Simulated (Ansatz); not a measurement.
We consider antifluorite K2Te, described by BLYP (plane waves, PAW; Ansatz, a first-principles code).

Numerical settings: plane-wave cutoff 520 eV, 8×8×8 k mesh, Fermi–Dirac smearing 0.01 eV, scalar-relativistic PAW data made under PBE.

Cell (relaxed at this level):

```
CELL_PARAMETERS angstrom
      0.00000     4.17806     4.17806
      4.17806     0.00000     4.17806
      4.17806     4.17806     0.00000
ATOMIC_POSITIONS crystal
  K  0.25000 0.25000 0.25000
  K  0.75000 0.75000 0.75000
  Te 0.00000 0.00000 0.00000
```

Task: Estimate the bulk modulus, band gap, smallest direct gap on the k points sampled and pressure derivative B′ of the bulk modulus that the calculation returns.

Result: 
* **bulk modulus**: 11.8 GPa
* **band gap**: 2.06 eV
* **smallest direct gap on the k points sampled**: 2.10 eV
* **pressure derivative B′ of the bulk modulus**: 4.4

Note: the relaxation could not lower the start's symmetry, so the cell can be a saddle point above a distorted one; the volume lies 8 % above that of the published cell.

Spin–orbit coupling is not included; with these elements it can move the gap by several tenths of an eV or more.

Computed values are for the static lattice.
